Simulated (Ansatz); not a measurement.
**A constructed model of the (000-1) surface of 4H silicon carbide, C-terminated, (√3x√3)R30° Si adatom at T4 (bottom of the slab: 3 H on 3 bottom sites)**

Computed with PBE (plane waves to 420 eV, PAW; Ansatz, a quantum-chemistry and plane-wave program).

Model: 28-atom slab, 11.4 Å thick at the start with caps and adatoms (thin: gaps and levels are the slab's own), 6x6x1 mesh, Fermi-Dirac 0.025 eV, dipole correction, 6 atoms held, the rest relaxed; start symmetry kept, larger cells not searched; spin-polarised, ending with about 1.0 μB a cell; orders that need a larger cell were not tried, no spin-orbit, no U. In PBE it lies 0.04 eV a 1x1 cell over the lowest computed structure of the same composition ((√3x√3)R30° Si adatom at H3).

```json
{
  "gap_of_the_slab_on_its_k_mesh": "0.54 eV",
  "highest_filled_level_below_the_top_vacuum_level": "5.01 eV",
  "energy_released_by_relaxation": "1.55 eV",
  "magnetic_moment_of_the_cell": "1.00 μB",
  "cost": "roughly 2.8 core-minutes"
}
```
